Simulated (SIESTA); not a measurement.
A self-consistent single point of AlCr2C (P6_3/mmc, 8 atoms in the cell) with SIESTA.

Computed with GGA PBE, numerical atomic orbitals DZP, PseudoDojo PBE standard norm-conserving potentials (rewritten from UPF to PSML) (SIESTA 5.4.2).

The change in words: lattice scaled by 0.98. Reference geometry:
```
AlCr2C
1.0
    2.78272     0.00000     0.00000
   -1.39136     2.40991     0.00000
    0.00000     0.00000    12.41235
Al Cr C
2 4 2
Cartesian
  1.39136   0.80330   3.10309
  0.00000   1.60661   9.30926
  0.00000   1.60661   5.15038
  1.39136   0.80330   7.26197
  1.39136   0.80330  11.35655
  0.00000   1.60661   1.05579
  0.00000   0.00000   6.20617
  0.00000   0.00000   0.00000
```

Reference input (self-consistent single point, DFT, GGA PBE, numerical atomic orbitals DZP, PseudoDojo PBE standard norm-conserving potentials (rewritten from UPF to PSML)): XC.functional = GGA; XC.authors = PBE; potentials = PseudoDojo PBE standard; PAO.BasisSize = DZP; PAO.EnergyShift = 0.005 Ry; MeshCutoff = 400 Ry; kgrid.MonkhorstPack = 9 9 2; OccupationFunction = FD; ElectronicTemperature = 136 meV; MaxSCFIterations = 150; SCF.Mixer.Method = Broyden; SCF.Mixer.Weight = 0.2. This run's input differs from it in these lines:

```diff
@@ -13,5 +13,5 @@
 %block LatticeVectors
-     2.782724000    0.000000000    0.000000000
-    -1.391362000    2.409909000    0.000000000
-     0.000000000    0.000000000   12.412349000
+     2.727070000    0.000000000    0.000000000
+    -1.363535000    2.361711000    0.000000000
+     0.000000000    0.000000000   12.164102000
 %endblock LatticeVectors
@@ -19,9 +19,9 @@
 %block AtomicCoordinatesAndAtomicSpecies
-     2.629295750    1.518021147    5.863985043  1
-    -0.000002629    3.036046848   17.591955130  1
-    -0.000002629    3.036046848    9.732807815  2
-     2.629295750    1.518021147   13.723132358  2
-     2.629295750    1.518021147   21.460777902  2
-    -0.000002629    3.036046848    1.995162271  2
-     0.000000000    0.000000000   11.727970087  3
+     2.576710288    1.487660838    5.746705333  1
+    -0.000002577    2.975326138   17.240115999  1
+    -0.000002577    2.975326138    9.538151644  2
+     2.576710288    1.487660838   13.448669689  2
+     2.576710288    1.487660838   21.031562310  2
+    -0.000002577    2.975326138    1.955259023  2
+     0.000000000    0.000000000   11.493410666  3
      0.000000000    0.000000000    0.000000000  3
```

Output, abridged:

```
        iscf     Eharris(eV)        E_KS(eV)     FreeEng(eV)     dDmax    Ef(eV) dHmax(eV)
   scf:    1    -9796.153641   -10053.636855   -10053.908503  1.540187 -2.462851 26.279673
   scf:    2   -10147.910381   -10133.519035   -10133.820723  0.560499 -5.205434  8.340598
   scf:    3   -10141.411411   -10138.721395   -10139.047940  0.120477 -5.209209  1.861672
   scf:    4   -10139.448852   -10139.319338   -10139.656519  0.048080 -5.435000  0.438237
   scf:    5   -10139.371887   -10139.361559   -10139.700187  0.100545 -5.517228  0.309698
   [... 14 lines left out ...]
   scf:   20   -10139.370955   -10139.370957   -10139.710393  0.000069 -5.553305  0.004958
   scf:   21   -10139.370956   -10139.370957   -10139.710393  0.000058 -5.553305  0.001058
   scf:   22   -10139.370956   -10139.370957   -10139.710393  0.000014 -5.553307  0.000225
   scf:   23   -10139.370956   -10139.370956   -10139.710393  0.000006 -5.553308  0.000304
SCF Convergence by DM+H criterion
max |DM_out - DM_in|         :     0.0000062658
max |H_out - H_in|      (eV) :     0.0003038906
SCF cycle converged after 23 iterations

Using DM_out to compute the final energy and forces

siesta: E_KS(eV) =           -10139.3710

siesta: E_KS - E_eggbox =    -10139.3710

siesta: Atomic forces (eV/Ang):
     1   -0.000110    0.000065   -0.000008
     2    0.000110   -0.000065   -0.000009
     3    0.000227   -0.000130   -1.538539
     4   -0.000227    0.000129    1.538707
     5   -0.000227    0.000130   -1.538543
     6    0.000227   -0.000129    1.538699
     7   -0.000000   -0.000000   -0.000172
     8   -0.000000   -0.000000   -0.000135
   Tot   -0.000000   -0.000000   -0.000000
   Max    1.538707
   Res    0.628140    sqrt( Sum f_i^2 / 3N )
   Max    1.538707    constrained

   [... lines left out ...]
siesta: FreeEng =    -10139.710393
siesta: Cell volume =         78.343522 Ang**3
siesta:         359.71178930        443.88825591  kBar
   [... lines left out ...]

mulliken: Qtot =       70.000

Mulliken Atomic Populations:
Atom #   charge [q] valence [e]  Species
     1     0.182788    2.817212  Al
     2     0.182788    2.817212  Al
     3     0.415755   13.584245  Cr
     4     0.415725   13.584275  Cr
     5     0.415753   13.584247  Cr
     6     0.415727   13.584273  Cr
     7    -1.014269    5.014269  C
     8    -1.014269    5.014269  C
 Total     0.000000
```

The run converged in 23 iterations. Against the reference run the free energy goes up by 97.2 meV/atom, the pressure goes from 15.93 to 35.97 GPa and the largest force goes from 0.630 to 1.539 eV/Å.

The starting cell comes from a database of computed structures (which also holds hypothetical and non-ambient phases and stackings), without a prior relaxation at this level. Its lattice was rescaled by a random factor within 2.5 % of one. For this run, on top of that: lattice scaled by 0.98. Spin polarisation is off. Values carry the incompleteness of an atom-centred basis. With a pressure of about 36 GPa the cell is away from its equilibrium volume at this level. Forces in this geometry exceed 1 eV/Å.

Cost on one core of a shared machine: roughly 6 min.
